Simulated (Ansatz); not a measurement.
# Ansatz run on Tc3Pt (P6_3/mmc, 8 atoms in the cell): self-consistent single point

Method of the run: LDA (PW92), default PAW files made with PBE (plane waves; Ansatz, a first-principles code).

The input file:

Ansatz 0.2 input:
```yaml
# Tc3Pt
crystal:
  lattice:
    - [5.497338, 0.000000, 0.000000]
    - [-2.748669, 4.760835, 0.000000]
    - [0.000000, 0.000000, 4.359163]
  atoms:
    - { symbol: Tc, position: [0.157500, 0.315000, 0.250000] }
    - { symbol: Tc, position: [0.842500, 0.685000, 0.750000] }
    - { symbol: Tc, position: [0.842500, 0.157500, 0.750000] }
    - { symbol: Tc, position: [0.157500, 0.842500, 0.250000] }
    - { symbol: Tc, position: [0.685000, 0.842500, 0.250000] }
    - { symbol: Tc, position: [0.315000, 0.157500, 0.750000] }
    - { symbol: Pt, position: [0.333333, 0.666667, 0.750000] }
    - { symbol: Pt, position: [0.666667, 0.333333, 0.250000] }
basis:
  ecutwfc: 500.0
kpoints:
  mp_grid:
    grid: [5, 5, 6]
hamiltonian:
  xc: lda
  pseudopotentials:
    kind: paw
scf:
  occupations:
    method: gaussian
    width: 0.1
output:
  forces: true
  eigenvalues: true
  stress: true
```

Output (repeated stretches shortened):

```
WARN the atoms were moved onto the symmetric positions of the space group found under crystal.symmetry.tolerance 1.0e-5 (fractional …
WARN ansatz: RAYON_NUM_THREADS=1 ignored (pool sized by the plan → 1); use --threads N
Pseudopotentials: kind: paw
Pseudopotential: Tc, paw, valence charge 15
Pseudopotential: Pt, paw, valence charge 18
Crystal: 8 atoms, lattice volume = 114.088 Å³
Basis set: ecut = 500 eV, 2877 PW (Γ)
Bands: 76, of which v1, the nominal top of the filled ones, is band 63 counted from 1 (62 counted from 0)
Symmetry: 24 space group operations
Space group: P63/mmc (ITA 194), of the structure as read, at distance tolerance 4.9e-5 Å
k-points: 20 of 150
PAW frozen core: Tc, regenerated for the run's functional, and the local potential with it
PAW frozen core: Pt, regenerated for the run's functional, and the local potential with it
Initial density: superposition of atomic densities (chi_scale 0.1, normalization cell, long waves kept (reshape's long-wave potential 0.00 eV rms))
Initial wavefunctions: pseudopotential atomic-orbital guess
Eigensolver: davidson
Functional: x = slater, c = lda
SCF iter   1: F=—  HF=-56205.959458 eV  |F-HF|=—  |Δ(HF+E_count)|=         —  Δρ=3.24e-1  dr2=2.89e2  ethr=3.10e-3  ⟨swp⟩=5.3  Hψ=4841  notcnv=0
all-band conjugate gradients solve this SCF's bands
preconditioner: auto → Kerker (q_TF=auto, 2.774 Å⁻¹)
SCF iter   2: F=—  HF=-56186.540708 eV  |F-HF|=—  |Δ(HF+E_count)|=    1.94e1  Δρ=1.49e-1  dr2=6.43e1  ethr=3.10e-3  ⟨swp⟩=2.9  Hψ=3062  notcnv=0  defer=137
SCF iter   3: F=—  HF=-56180.565853 eV  |F-HF|=—  |Δ(HF+E_count)|=    5.97e0  Δρ=3.26e-2  dr2=3.42e0  ethr=3.10e-3  ⟨swp⟩=3.5  Hψ=3264  notcnv=0  defer=115
SCF iter   4: F=—  HF=-56179.993927 eV  |F-HF|=—  |Δ(HF+E_count)|=   5.72e-1  Δρ=6.37e-3  dr2=6.44e-2  ethr=2.72e-3  ⟨swp⟩=2.8  Hψ=2283  notcnv=0  defer=90
SCF iter   5: F=—  HF=-56179.984249 eV  |F-HF|=—  |Δ(HF+E_count)|=   9.68e-3  Δρ=2.72e-3  dr2=2.28e-2  ethr=5.11e-5  ⟨swp⟩=2.5  Hψ=2499  notcnv=0  defer=86
SCF iter   6: F=—  HF=-56179.981061 eV  |F-HF|=—  |Δ(HF+E_count)|=   3.19e-3  Δρ=1.03e-3  dr2=3.29e-3  ethr=1.81e-5  ⟨swp⟩=1.6  Hψ=1541  notcnv=0  defer=86
SCF iter   7: F=—  HF=-56179.980507 eV  |F-HF|=—  |Δ(HF+E_count)|=   5.54e-4  Δρ=1.81e-4  dr2=7.69e-5  ethr=2.61e-6  ⟨swp⟩=2.0  Hψ=2030  notcnv=0  defer=86
SCF iter   8: F=—  HF=-56179.980486 eV  |F-HF|=—  |Δ(HF+E_count)|=   2.09e-5  Δρ=1.85e-5  dr2=5.21e-7  ethr=6.10e-8  ⟨swp⟩=2.0  Hψ=2077  notcnv=0  defer=86
SCF iter   9: F=-56179.980485 eV  HF=-56179.980486 eV  |F-HF|=6.61e-8  |Δ(HF+E_count)|=   9.45e-8  Δρ=6.06e-6  dr2=7.69e-8  ethr=7.94e-11  ⟨swp⟩=10.2  Hψ=6598  notcnv=0
SCF 1 converged in 9 iterations: F = -56179.980485 eV  dr2 = 7.69e-8
SCF converged after 9 iterations
Free energy (F): -56179.980485 eV
Harris-Foulkes:  -56179.980486 eV  (|F-HF|=6.61e-8)
Internal energy: -56179.962697 eV  (E = F + TS)
E sigma→0 (E₀):  -56179.971591 eV
Entropy (-TS):   -0.017789 eV (-2.224 meV/atom)
Fermi energy:    23.122122 eV
--- Per-component energies (eV) ---
  E_band       = -548.992995
  E_kinetic    = 5017.032096
  E_local      = -10044.861480  (includes V_loc(G=0)·N_el)
  E_nonlocal   = 2165.325974
  E_hartree    = 3012.120935
  E_xc         = -1950.389026
  E_vxc        = -2374.340276  (∫ρ·V_xc dr)
  E_paw        = -37336.388188  (= ΣΔE_a)
  E_vpaw       = -1336.394690  (= ΣTr[D̂ρ^β])
  E_aug_tail   = 0.000312  (compensation charges beyond the density's cutoff)
  E_ewald      = -17046.801386
  E_core_change = 3.998066  (= ΣΔE_core)
  E_smearing   = -0.017789  (= −TS)
  E_closure    = 0.000000  (closes the sum)
  Σ components = -56179.980485   (vs F -56179.980485, Δ=0.00e0)
--- Forces (eV/Å), atoms counted from 1 ---
  atom   1  Tc     0.00000000     0.18387931    -0.00000000
  atom   2  Tc     0.00000000    -0.18387931     0.00000000
  atom   3  Tc    -0.15924415     0.09193966     0.00000000
  atom   4  Tc     0.15924415    -0.09193966    -0.00000000
  atom   5  Tc    -0.15924415    -0.09193966    -0.00000000
  atom   6  Tc     0.15924415     0.09193966     0.00000000
  atom   7  Pt     0.00000000    -0.00000000     0.00000000
  atom   8  Pt     0.00000000     0.00000000    -0.00000000
  max |Σ_I F_I| component: 6.48e-17 eV/Å
--- Stress (GPa, compression-positive) ---
       -6.839851       0.000000       0.000000
        0.000000      -6.839851       0.000000
        0.000000       0.000000      -9.998869
  P = ⅓ Tr σ = -7.8929 GPa (-78.929 kbar)
  The stress holds the Pulay correction. Without it, at fixed plane waves, as pw.x and ABINIT print it: P = -7.9551 GPa
--- Band table (eV; the first three rows and the last of 20) ---
  k-point 0: bands = ["-76.1367", "-76.1366", "-43.9300", "-43.7505", "-43.7505", "-43.7154", "-43.6451", "-43.6451", "-30.2469", "-30.2469", "-30.2419", "-30.2419", "-30.2221", "-30.2175", "-16.5749", "-16.5205", "-16.3048", "-16.1471", "-16.1471", [...]
  k-point 1: bands = ["-76.1367", "-76.1366", "-43.9159", "-43.7435", "-43.7435", "-43.7301", "-43.6522", "-43.6522", "-30.2468", "-30.2468", "-30.2424", "-30.2424", "-30.2215", "-30.2176", "-16.5667", "-16.5174", "-16.2889", "-16.2889", "-16.2512", [...]
  k-point 2: bands = ["-76.1367", "-76.1366", "-43.8773", "-43.7700", "-43.7242", "-43.7242", "-43.6715", "-43.6715", "-30.2462", "-30.2462", "-30.2437", "-30.2437", "-30.2202", "-30.2180", "-16.5469", "-16.5168", "-16.3631", "-16.3631", "-16.2569", [...]
  k-point 19: bands = ["-76.1366", "-76.1366", "-43.7993", "-43.7993", "-43.7233", "-43.7233", "-43.6979", "-43.6979", "-30.2437", "-30.2437", "-30.2427", "-30.2427", "-30.2187", "-30.2187", "-16.3861", "-16.3861", "-16.3204", "-16.3204", [...]
```

The run converged in 9 iterations.

The starting cell comes from a database of computed structures (which also holds hypothetical and non-ambient phases and stackings), without a prior relaxation at this level. Its lattice was rescaled by up to half a per cent. Spin-orbit coupling is off. Spin polarisation is off. With a pressure of about -8 GPa the cell is away from its equilibrium volume at this level. Ansatz's pressure includes its estimate of the finite-basis (Pulay) stress.
